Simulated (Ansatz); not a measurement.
Start from Li$_{2}$S in the anti-fluorite structure (space group Fm-3m, No. 225; a = 5.655 Å). Axes: x, y, z lie along the cube axes.

The values are results of DFT with PBEsol, PAW potentials and a 420 eV plane-wave cutoff in Ansatz (a first-principles code), no SOC, not measurements.

For the base:

- Band gap = 3.20 eV
- Smallest direct gap = 4.21 eV
- Volume per atom = 15.07 Å³
- Valence-band top at Γ = 0.00, 0.00, 0.00 eV

One thing is altered: compressive biaxial strain of 1.25 % in the plane normal to [111], as in epitaxy on a mismatched substrate; the out-of-plane cell vector and the atoms relax.

**Question.** What happens to the band gap, smallest direct gap, energy relative to the base, volume per atom and valence-band top at Γ?

**Answer.** The band gap shrinks by 0.04 eV, from 3.20 eV to 3.16 eV; the smallest direct gap grows by 0.064 eV, from 4.21 eV to 4.28 eV; the energy rises by 1.5 meV/atom; the volume per atom decreases by 0.29 Å³ (15.07 Å³ → 14.78 Å³); the valence-band top at Γ (three highest levels, from the VBM) changes from 0.00, 0.00, 0.00 eV to 0.00, 0.00, -0.08 eV.

Semilocal Kohn–Sham gaps tend to fall short of experiment. Whether these cells are dynamically stable was not tested.
